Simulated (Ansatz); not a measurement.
The starting structures come from a database of crystals and need not be the phases stable at ambient conditions.

Inside the gap of an insulator the Bloch states are evanescent, with a wavenumber k + iκ along the transport direction.

Here is the system:

```yaml
crystal:
  lattice:
    - [5.25957, 0.00000, 0.00000]
    - [0.00000, 8.64927, 0.00000]
    - [0.00000, 0.00000, 6.24753]
  atoms:
    - { symbol: Pb, position: [0.75000, 0.58269, 0.25383] }
    - { symbol: Pb, position: [0.25000, 0.41731, 0.74617] }
    - { symbol: Pb, position: [0.25000, 0.08269, 0.24617] }
    - { symbol: Pb, position: [0.75000, 0.91731, 0.75383] }
    - { symbol: C, position: [0.75000, 0.23934, 0.41464] }
    - { symbol: C, position: [0.25000, 0.76066, 0.58536] }
    - { symbol: C, position: [0.25000, 0.73934, 0.08536] }
    - { symbol: C, position: [0.75000, 0.26066, 0.91464] }
    - { symbol: O, position: [0.96350, 0.18544, 0.91213] }
    - { symbol: O, position: [0.03650, 0.81456, 0.08787] }
    - { symbol: O, position: [0.03650, 0.68544, 0.58787] }
    - { symbol: O, position: [0.96350, 0.31456, 0.41213] }
    - { symbol: O, position: [0.53650, 0.31456, 0.41213] }
    - { symbol: O, position: [0.46350, 0.68544, 0.58787] }
    - { symbol: O, position: [0.46350, 0.81456, 0.08787] }
    - { symbol: O, position: [0.53650, 0.18544, 0.91213] }
    - { symbol: O, position: [0.25000, 0.58945, 0.09430] }
    - { symbol: O, position: [0.75000, 0.41055, 0.90570] }
    - { symbol: O, position: [0.75000, 0.08945, 0.40570] }
    - { symbol: O, position: [0.25000, 0.91055, 0.59430] }
```

Space group of this cell: Pnma. The cell was relaxed by PBE-D3(BJ); by PBEsol its mean pressure is -4.2 GPa.

Transport runs along the normal of the first two printed cell vectors.

No gap correction and no spin-orbit coupling; mid-gap values are interpolated between computed energies.

Q: Estimate the band gap and the smallest decay constant κ at mid-gap that PBEsol (Ansatz, a quantum-chemistry and plane-wave program) returns for this system.

A: Gap 3.19 eV on a 6×4×6 mesh; κ = 0.506 1/Å, at the zone centre.
